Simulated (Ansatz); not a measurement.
The reference is NaF in the rock salt structure (space group Fm-3m, No. 225; a = 4.701 Å).

The values are results of PBE/PAW in Ansatz (an electronic-structure program), without spin-orbit coupling, not measurements.

One thing is altered: every lattice vector is stretched by 2.50 %; the atoms relax in the strained cell.

### Question
Estimate the effect on the mean gap deformation potential ΔEg/Δln V.

### Answer
The mean gap deformation potential ΔEg/Δln V amounts to -4.9 eV.

### Question
Predict the new energy relative to the base.

### Answer
The energy increases by 9.3 meV/atom.

Stability against distortions was not tested.
